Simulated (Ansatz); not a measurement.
Start from TiSi2 (space group Cmcm, No. 63; a = 3.546 Å, b = 13.563 Å, c = 3.580 Å). Axes: x, y, z lie along a, b, c of the conventional cell.

(Cell as relaxed with PBE.)

Levels (all Ansatz, a quantum-chemistry and plane-wave program, PAW): PBE (420 eV, no spin-orbit coupling); r2SCAN (500 eV, scalar-relativistic without spin-orbit coupling).

Each level relaxes its own structure.

```json
[
 {"base": "volume per atom", "PBE": "14.35 Å³", "r2SCAN": "14.16 Å³"},
 {"base": "band gap", "PBE": "zero", "r2SCAN": "zero"}
]
```

Perturbation: biaxial strain −3.74 %, plane normal [001], relaxed out of plane (Cartesian); in-plane vectors clamped, the third vector and the atoms free.

```csv
quantity,PBE,r2SCAN
"pressure (mean of the normal stresses, compression positive)",7.2 GPa,7.7 GPa
shortest interatomic distance,2.409 Å,2.384 Å
band gap,zero,zero
```

PBE's pressure lies 0.55 GPa below r2SCAN's; PBE's shortest interatomic distance lies 0.0245 Å above r2SCAN's (1.0 %); the two agree on the band gap. Neither level is exact; r2SCAN is the comparison here, not a measurement.

No phonon test of stability was made. The final runs are not spin-polarised.
